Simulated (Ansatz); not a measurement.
# BeS: response to strain

Start from BeS in the zinc blende structure (space group F-43m, No. 216; a = 4.796 Å). Axes: x, y, z lie along the cube axes.

Strains are applied to the cell and any free atomic positions relax.

Calculations: LDA in Ansatz (plane waves to 420 eV, PAW, scalar-relativistic without spin-orbit coupling).

Notes on the quantities. energy relative to the base: free energy F; pressure: mean of the normal stresses, compression positive.

| change | energy relative to the base | shortest interatomic distance | smallest direct gap | pressure |
|---|---|---|---|---|
| base | 0 meV/atom | 3.925 bohr | 5.49 eV | 0.00 GPa |
| tensor shear ε_xy = +0.29 % | +0.1 meV/atom | 3.921 bohr | 5.44 eV | 0.00 GPa |
| tensor shear ε_xy = +0.86 % | +1.1 meV/atom | 3.913 bohr | 5.32 eV | 0.01 GPa |
| tensor shear ε_xy = +0.57 % | +0.5 meV/atom | 3.917 bohr | 5.38 eV | 0.00 GPa |
| tensor shear ε_xy = +1.71 % | +4.4 meV/atom | 3.902 bohr | 5.13 eV | 0.06 GPa |
| tensor shear ε_xy = +1.43 % | +3.1 meV/atom | 3.906 bohr | 5.19 eV | 0.04 GPa |
| tensor shear ε_xy = +1.14 % | +1.9 meV/atom | 3.909 bohr | 5.25 eV | 0.02 GPa |
| tensor shear ε_xy = +2.00 % | +6.0 meV/atom | 3.898 bohr | 5.07 eV | 0.08 GPa |

No phonon test of stability was made.

Ansatz is a quantum-chemistry and plane-wave program.
